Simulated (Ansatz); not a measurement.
The starting structures come from a database of crystals and need not be the phases stable at ambient conditions.

Input:

```
LaMoN3
1.0
    3.96225     0.00000     0.00000
    0.00000     5.74693     0.00000
    0.00000    -2.87346     7.14772
La Mo N
2 2 6
Direct
  0.25000   0.38823   0.34840
  0.75000   0.03983   0.65160
  0.25000   0.57500   0.82482
  0.75000   0.75018   0.17518
  0.75000   0.08355   0.28250
  0.25000   0.80105   0.71750
  0.75000   0.54318   0.88648
  0.25000   0.65670   0.11352
  0.75000   0.64621   0.37212
  0.25000   0.27409   0.62788
```

Space group of this cell: Ama2. The cell is taken as given; by PBEsol its mean pressure is -2.7 GPa.

Transport runs along the normal of the first two printed cell vectors.

No gap correction and no spin-orbit coupling; mid-gap values are interpolated between computed energies.

Problem. Give the band gap and the smallest decay constant κ at mid-gap that PBEsol run with Ansatz (an electronic-structure program) yields.

Solution. Gap 0.94 eV on a 8×6×6 mesh; κ = 0.261 1/Å, at the zone centre.
